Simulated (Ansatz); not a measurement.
Given:

Host crystal: 3C silicon carbide, with a band gap (PBE, scalar-relativistic without spin-orbit coupling).

End structure of NH2 on the 1x1 (110) surface of 3C silicon carbide (cut with top plane C + Si), one in a 2x2 cell, started at the site 'top Si':

```
CELL_PARAMETERS angstrom
      6.19426     0.00000     0.00000
      0.00000     8.76000     0.00000
      0.00000     0.00000    27.00000
ATOMIC_POSITIONS crystal
  C  0.00000 0.36841 0.35704
  C  0.00000 0.86841 0.35704
  C  0.50000 0.36841 0.35704
  C  0.50000 0.86841 0.35704
  Si 0.25000 0.27125 0.36602
  Si 0.25000 0.77125 0.36602
  Si 0.75000 0.27125 0.36602
  Si 0.75000 0.77125 0.36602
  C  0.25000 0.11854 0.41341
  C  0.25000 0.61854 0.41341
  C  0.75000 0.11854 0.41341
  C  0.75000 0.61854 0.41341
  Si 0.00000 0.99658 0.41191
  Si 0.00000 0.49658 0.41191
  Si 0.50000 0.99658 0.41191
  Si 0.50000 0.49658 0.41191
  C  0.00000 0.37268 0.47117
  C  0.00000 0.87268 0.47117
  C  0.50000 0.37268 0.47117
  C  0.50000 0.87268 0.47117
  Si 0.25000 0.24764 0.47189
  Si 0.25000 0.74764 0.47189
  Si 0.75000 0.24764 0.47189
  Si 0.75000 0.74764 0.47189
  C  0.25034 0.12131 0.52859
  C  0.25023 0.62301 0.52889
  C  0.74966 0.12131 0.52859
  C  0.74977 0.62301 0.52889
  Si 0.00000 0.99692 0.52800
  Si 0.00000 0.49832 0.52794
  Si 0.50000 0.99521 0.52928
  Si 0.50000 0.49821 0.52795
  C  0.00000 0.36759 0.58603
  C  0.00000 0.86710 0.58643
  C  0.50000 0.36814 0.58635
  C  0.50000 0.87325 0.58758
  Si 0.25054 0.24603 0.58705
  Si 0.25298 0.74816 0.58808
  Si 0.74946 0.24603 0.58705
  Si 0.74702 0.74816 0.58808
  C  0.25036 0.11489 0.64059
  C  0.24934 0.61671 0.64255
  C  0.74964 0.11489 0.64059
  C  0.75066 0.61671 0.64255
  Si 0.00000 0.01928 0.63340
  Si 0.00000 0.51995 0.63312
  Si 0.50000 0.00158 0.64728
  Si 0.50000 0.52067 0.63367
  N  0.50000 0.91113 0.70395
  H  0.63251 0.84589 0.71134
  H  0.36749 0.84589 0.71134
```

Slab: 51 atoms, 7.7 Å thick at the start under the adsorbate (thin: gaps and levels are the slab's own); k 3x3x1, smearing 0.01 eV, dipole-corrected; 24 atoms held, the rest relaxed; held to the start's symmetry, so lower structures may exist; spin-polarised, ending with about 1.0 μB a cell; orders that need a larger cell were not tried, no spin-orbit, no U, no dispersion correction. At the end it is bonded to Si. In PBE it is, or lies within 0.03 eV of, the lowest of the starts that converged.

A negative adsorption energy means that the adsorbate is more stable on the surface than in its reference.

### Question
What is the computed adsorption energy against NH3(g) − ½ H2(g) (PBE (Ansatz, an electronic-structure program))?

### Answer
-0.54 eV

### Question
What is the computed change of the step from the bottom to the top vacuum level, against the clean slab (PBE)?

### Answer
-0.11 eV
